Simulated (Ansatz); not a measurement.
```xyz
2
Lattice="0.0000 2.5910 2.5910 2.5910 0.0000 2.5910 2.5910 2.5910 0.0000" Properties=species:S:1:pos:R:3 pbc="T T T"
S      0.0000     0.0000     0.0000
Mg     2.5910     2.5910     2.5910
```

Q: What linear thermal expansion coefficient does the quasi-harmonic free energy on Ansatz (a program for electronic structure), PBEsol functional, plane-wave PAW give at 500 K, and what isobaric heat capacity per mole of formula units and Grüneisen parameter?

A: α = 19.3 × 10⁻⁶ K⁻¹; C_P = 50.7 J/(mol K); γ = 1.74. Whether this phase is the stable one at each condition was not tested.
